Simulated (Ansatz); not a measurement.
Base system: CdGeAs$_{2}$ in the chalcopyrite structure (space group I-42d, No. 122; a = 5.8735 Å, c = 11.2264 Å). Axes: x, y, z lie along a, b, c of the conventional cell.

All numbers come from LDA (Ansatz, a first-principles code, PAW, scalar-relativistic without spin-orbit coupling).

Before the change:

| Quantity | Value |
|---|---|
| Pressure | 0.0 kbar |

The change: uniaxial strain ε_xx = +3.00 %, all other strain components held at zero, atoms relaxed at fixed cell.

Task: Predict the new pressure.

Result: The pressure (mean of the normal stresses, compression positive) goes from zero to -18.5 kbar.

Task: Estimate the effect on the energy relative to the base.

Result: The energy goes up by 6.3 meV/atom.

Task: What does the calculation give for the largest internal atomic displacement after the change?

Result: The largest internal atomic displacement is 0.014 Å.

No phonon test of stability was made.
